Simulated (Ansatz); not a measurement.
Take W (space group Pm-3n, No. 223; a = 5.033 Å) as the base. Axes: x, y, z lie along the cube axes.

Method: PBEsol in Ansatz (plane waves to 420 eV, PAW, no spin-orbit coupling).

Strains are applied to the cell and any free atomic positions relax.

One change was made to it. Results:

The pressure goes from zero to -36.7 GPa; the energy grows by 0.378 eV/atom.

Q: Which of these changes matches the shifts?
A. tensor shear ε_yz = −0.37 %
B. uniaxial strain ε_xx = +0.40 %
C. isotropic strain +5.64 %

A: C, isotropic strain +5.64 %. For comparison, the energy relative to the base in the other runs: tensor shear ε_yz = −0.37 % gives +0.3 meV/atom; uniaxial strain ε_xx = +0.40 % gives +0.5 meV/atom.

Without a gap, meshes like the base's 9×9×9 leave anisotropic stresses uncertain by several tenths of a GPa, and small strain energies with them. Stability against distortions was not tested. The final runs are not spin-polarised. This is not the structure that W has at room temperature and ambient pressure.

Ansatz is a quantum-chemistry and plane-wave program.
